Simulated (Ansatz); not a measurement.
We consider B4C3 (model structure, started from the Al4C3 type, R-3m, No. 166, 7 atoms in the cell), described by PBE (Ansatz, a first-principles code, PAW).

Numerical settings: plane-wave cutoff 520 eV, 14×14×14 k mesh, Fermi–Dirac smearing 0.01 eV, scalar-relativistic PAW data made under PBE.

Cell (relaxed at this level):

```
CELL_PARAMETERS angstrom
      1.35603     0.78290     6.98278
     -1.35603     0.78290     6.98278
      0.00000    -1.56581     6.98278
ATOMIC_POSITIONS crystal
  B  0.86997 0.86997 0.86997
  B  0.13003 0.13003 0.13003
  B  0.70376 0.70376 0.70376
  B  0.29624 0.29624 0.29624
  C  0.77968 0.77968 0.77968
  C  0.22032 0.22032 0.22032
  C  0.00000 0.00000 0.00000
```

Predict the band gap and bulk modulus B0.


band gap: 0.87 eV (on the SCF k mesh)
bulk modulus B0: 264 GPa

Note: the bulk modulus is −V dP/dV from two relaxed cells at ±2 % in volume; the relaxation could raise the start's symmetry but not lower it, so the cell can be a saddle point.

Computed values are for the static lattice.

It cost about 90 core-seconds (a rough figure) of CPU time.

A model structure was made by putting elements into a prototype or built by hand; it is no filed structure, need not be a known phase, and can be a saddle point held by its symmetry.
